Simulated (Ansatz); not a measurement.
Take Ag in the fcc (Cu type) structure (space group Fm-3m, No. 225; a = 4.001 Å; relaxed with 0.1 eV smearing) as the base.

Structures relaxed with LDA (Ansatz, an electronic-structure program), without spin-orbit coupling.

Base:

Simulated powder pattern, Cu Kα, λ = 1.54184 Å (kinematic, ideal powder, no thermal factors, no anomalous dispersion; the 8 strongest lines at most, above 2 %, up to 2θ = 90°):

| 2θ (°) | I/Imax (%) | hkl |
|---|---|---|
| 38.99 | 100 | (111) |
| 45.33 | 48 | (200) |
| 66.05 | 29 | (220) |
| 79.45 | 34 | (311) |
| 83.75 | 10 | (222) |

After one change:

Simulated powder pattern, Cu Kα, λ = 1.54184 Å (kinematic, ideal powder, no thermal factors, no anomalous dispersion; the 8 strongest lines at most, above 2 %, up to 2θ = 90°):

```
2θ (°)  I/Imax (%)
------  ----------
39.20          100
45.57           48
66.42           29
79.92           34
84.26           10
```

Which change produced these results?
(A) isotropic strain −3.00 %
(B) isotropic strain +1.50 %
(C) isotropic strain −0.50 %
(D) isotropic strain +2.50 %

C, isotropic strain −0.50 %. Its volume per atom is 15.77 Å³ against 16.01 Å³, and its space group is Fm-3m (No. 225).

Whether these cells are dynamically stable was not tested.
